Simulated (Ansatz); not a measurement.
The reference is PbS in the rock salt structure (space group Fm-3m, No. 225; a = 5.903 Å).

Structures relaxed with plane-wave PAW DFT at the PBEsol level (Ansatz, a first-principles code, 420 eV), spin-orbit coupling left out.

Base:

Simulated powder pattern, Cu Kα1, λ = 1.54056 Å (kinematic, ideal powder, no thermal factors, no anomalous dispersion; the 8 strongest lines at most, above 2 %, up to 2θ = 90°):

```tsv
2θ (°)	I/Imax (%)	hkl
26.12	97	(111)
30.26	100	(200)
43.32	75	(220)
51.29	51	(311)
53.75	27	(222)
69.33	21	(331)
71.40	35	(420)
79.47	27	(422)
```

Modification: a hydrostatic pressure of 5 GPa.

Question: Predict the new powder pattern.

Answer: 
Simulated powder pattern, Cu Kα1, λ = 1.54056 Å (kinematic, ideal powder, no thermal factors, no anomalous dispersion; the 8 strongest lines at most, above 2 %, up to 2θ = 90°):

| 2θ (°) | d (Å) | I/Imax (%) | hkl |
|---|---|---|---|
| 26.77 | 3.328 | 97 | (111) |
| 31.01 | 2.882 | 100 | (200) |
| 44.42 | 2.038 | 75 | (220) |
| 52.62 | 1.738 | 50 | (311) |
| 55.16 | 1.664 | 26 | (222) |
| 71.26 | 1.322 | 21 | (331) |
| 73.41 | 1.289 | 35 | (420) |
| 81.80 | 1.176 | 27 | (422) |

The indices refer to the base's conventional cell; one index is shown for lines that coincide.

Load acts through the strain it causes; cell and atoms are relaxed under it. Stability against distortions was not tested. Competing high-pressure phases were not computed. The base started in Pnma and relaxed to Fm-3m at this level.
